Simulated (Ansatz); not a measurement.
H on the 1x1 (110) surface of bcc Mo, one in a 3x3 cell, energies for each (63.6 Å²). Energies are against ½ H2(g), without zero-point or thermal terms; each row is named by its start.

The numbers are results of PBE (plane waves to 420 eV, PAW; Ansatz, a quantum-chemistry and plane-wave program), not measurements.

**Question.** Which site binds most strongly?
A) bridge Mo-Mo (span 3.2 Å)
B) bridge Mo-Mo (span 2.7 Å)
C) hollow Mo-Mo-Mo
D) top Mo

**Answer.** C, hollow Mo-Mo-Mo. Adsorption energies: hollow Mo-Mo-Mo -0.73 eV; bridge Mo-Mo (span 2.7 Å) -0.63 eV; bridge Mo-Mo (span 3.2 Å) -0.55 eV; top Mo 0.02 eV.
